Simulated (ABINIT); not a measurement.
Troubleshooting ABINIT: a failed run on SiB₆ (Pm-3m, 7 atoms in the cell). The aim is a self-consistent single point with DFT, PBEsol, plane waves, norm-conserving pseudopotentials (PseudoDojo nc-sr-04 PBEsol standard).

Input as run:

```
# SiB6, PseudoDojo nc-sr-04 PBEsol standard
pp_dirpath "./"
pseudos "Si.upf, B.upf"
acell 4.1335500000 4.1335500000 4.1335500000 Angstrom
rprim
         1.0000000000    0.0000000000    0.0000000000
         0.0000000000    1.0000000000    0.0000000000
         0.0000000000    0.0000000000    1.0000000000
natom 7
ntypat 2
znucl 14 5
typat 1 2 2 2 2 2 2
xred
         0.0000000000    0.0000000000    0.0000000000
         0.7999600000    0.5000000000    0.5000000000
         0.2000400000    0.5000000000    0.5000000000
         0.5000000000    0.7999600000    0.5000000000
         0.5000000000    0.2000400000    0.5000000000
         0.5000000000    0.5000000000    0.7999600000
         0.5000000000    0.5000000000    0.2000400000
ecut 38 Ha
occopt 6
tsmear 0.00999582
nband 16
kptopt 1
ngkpt 6 6 6
nshiftk 1
shiftk 0 0 0
nstep 2
toldfe 1.0e-09
prtwf 0
prtden 0
enunit 2
```

Output, abridged:

```
--- !BeginCycle
solver: {iscf: 7, nstep: 2, nline: 4, wfoptalg: 0, }
tolerances: {toldfe: 1.00E-09, }
...

     iter   Etot(hartree)      deltaE(h)  residm     vres2
 ETOT  1  -21.323761800950    -2.132E+01 3.128E-02 4.118E+03
 ETOT  2  -21.719235279592    -3.955E-01 5.270E-03 5.965E+01

 Cartesian components of stress tensor (hartree/bohr^3)
  sigma(1 1)=  1.72462670E-04  sigma(3 2)=  0.00000000E+00
  sigma(2 2)=  1.72462670E-04  sigma(3 1)=  0.00000000E+00
  sigma(3 3)=  1.72462670E-04  sigma(2 1)=  0.00000000E+00
 scprqt:  WARNING -
  nstep=    2 was not enough SCF cycles to converge;
  maximum energy difference=  3.955E-01 exceeds toldfe=  1.000E-09

 ----iterations are completed or convergence reached----

 reduced coordinates (array xred) for    7 atoms
       0.000000000000      0.000000000000      0.000000000000
   [... lines left out ...]
 Fermi (or HOMO) energy (hartree) =   0.22704   Average Vxc (hartree)=  -0.39225
 Fermi (or HOMO) energy (eV) =   6.17817   Average Vxc (eV)= -10.67370
   [... lines left out ...]

--- !EnergyTerms
kinetic             :  1.33813223617999E+01
hartree             :  3.71478600714219E+00
xc                  : -8.71161555440245E+00
Ewald energy        : -2.03361586714721E+01
psp_core            :  1.24970713673422E+00
local_psp           : -1.19831558191397E+01
non_local_psp       :  9.65887503321721E-01
internal            : -2.17192270360162E+01
'-kT*entropy'       : -8.24357610239813E-06
total_energy        : -2.17192352795923E+01
total_energy_eV     : -5.91010448338641E+02
band_energy         :  2.35708197502287E-01
...

-Cartesian components of stress tensor (GPa)         [Pressure= -5.0740E+00 GPa]
- sigma(1 1)=  5.07402607E+00  sigma(3 2)=  0.00000000E+00
- sigma(2 2)=  5.07402607E+00  sigma(3 1)=  0.00000000E+00
- sigma(3 3)=  5.07402607E+00  sigma(2 1)=  0.00000000E+00

 Calculation completed.
```

**Question.** Find the mistake and give the fix.

**Answer.** The fault is an iteration limit that is too low. The loop is cut before its threshold is met, so whatever is printed at the end is not self-consistent. To fix it, raise the limit, or leave it to the default. The run ended unconverged after 2 iterations.

The sound input it was made from differs as follows (other fixes are possible):
```diff
-nstep 2
+nstep 50
```

With that input, the run converged in 10 iterations: free energy E − TS -591.24 eV; Fermi level (on the code's own zero) 5.74 eV; pressure -1.98 GPa; largest force (vector length) 0.081 eV/Å (DFT, PBEsol, plane waves, norm-conserving pseudopotentials (PseudoDojo nc-sr-04 PBEsol standard)).

On the sound input: the starting cell comes from a database of computed structures (which also holds hypothetical and non-ambient phases and stackings), without a prior relaxation at this level.
